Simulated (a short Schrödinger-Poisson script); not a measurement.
**MOS inversion layer, SiO2 on p-type Si(100)**

Stack: MOS inversion layer, SiO2 on p-type Si(100), at 300 K.

```
layer  material  thickness (nm)  Na (cm⁻³)
-----  --------  --------------  ---------
1          SiO2             2.8          -
2            Si            1700     1.3e17
```

The device is made up for the run: typed textbook-type constants, with dimensions and the other settings drawn at random. SiO2: permittivity 3.9, conduction-band edge (eV) 3.15, gap (eV) 9, electron mass (mₑ) 0.5. Si: permittivity 11.7, conduction-band edge (eV) 0, gap (eV) 1.124, Nv at 300 K (cm⁻³) 3.1e19.

Channel valleys (confinement mass, in-plane density-of-states mass, number): Δ2 0.916, 0.19, 2; Δ4 0.19, 0.417, 4. At the gate the conduction-band edge of layer 1 lies 3.28 eV − eVg above the Fermi level of the channel; the field vanishes at the back. Gaps are held at their typed values at every temperature. Mesh 0.03 nm at interfaces.

From a short Schrödinger-Poisson script (our own, NumPy): 1D Poisson equation in equilibrium, electrons quantum, Hartree (BenDaniel-Duke, 12 states a valley, the channel's in-plane mass for all, wave functions free to enter the dielectric), parabolic valleys, classical holes, full ionisation, no traps, pinning or gate leakage.

```tsv
Vg (V)	electrons (cm⁻²)	C (μF/cm²)	Δ2 E0 (meV)	Δ2 E1 (meV)	Δ4 E0 (meV)	Δ4 E1 (meV)
-0.1	1.67e6	0.121	408.6	445.1	437.5	498.0
0.1	1.42e9	0.114	231.8	271.9	263.3	330.0
0.3	2.89e11	0.659	91.6	136.4	126.7	199.1
0.5	1.30e12	0.925	48.0	100.7	89.1	167.1
0.7	2.50e12	0.997	26.7	87.0	73.4	156.0
0.9	3.77e12	1.03	12.1	79.1	63.7	150.3
1.1	5.07e12	1.05	0.5	73.9	56.7	146.7
1.3	6.39e12	1.07	-9.3	70.0	51.0	144.2
1.5	7.73e12	1.08	-17.9	66.9	46.3	142.3
1.7	9.09e12	1.09	-25.7	64.5	42.1	140.9
```

Gate voltages with under 1e6 electrons/cm² are left out.

Subbands count from the Fermi level.
